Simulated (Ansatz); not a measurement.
The starting structures come from a database of crystals and need not be the phases stable at ambient conditions.

 Where the default PAW files enter, the runs use the earlier of Ansatz's two default sets.

Here is the system:

```
CELL_PARAMETERS angstrom
      4.70904     0.00000     0.00000
      2.25087     6.78779     0.00000
      0.00000     0.00000     5.81600
ATOMIC_POSITIONS crystal
  K  0.84353 0.28936 0.75000
  K  0.15647 0.71064 0.25000
  S  0.60055 0.81538 0.75000
  S  0.39945 0.18462 0.25000
  O  0.66546 0.69242 0.53978
  O  0.33454 0.30758 0.46022
  O  0.33454 0.30758 0.03978
  O  0.66546 0.69242 0.96022
  F  0.80895 0.11703 0.25000
  F  0.19105 0.88297 0.75000
```

Space group of this cell: P2_1/m. The cell is taken as given; by r2SCAN its mean pressure is -2.5 GPa.

Transport runs along the normal of the first two printed cell vectors.

The gap is the functional's own. No spin-orbit coupling. Mid-gap values are interpolated on the energy grid.

Task: Give the band gap and the smallest decay constant κ at mid-gap that r2SCAN (Ansatz, an electronic-structure program) yields.

Result: Gap 4.40 eV on a 8×6×6 mesh; κ = 0.546 1/Å, at (0.000, 0.500) of the in-plane reciprocal vectors. At the zone centre, at the nearest computed energy, the slowest state has κ = 0.56 1/Å.
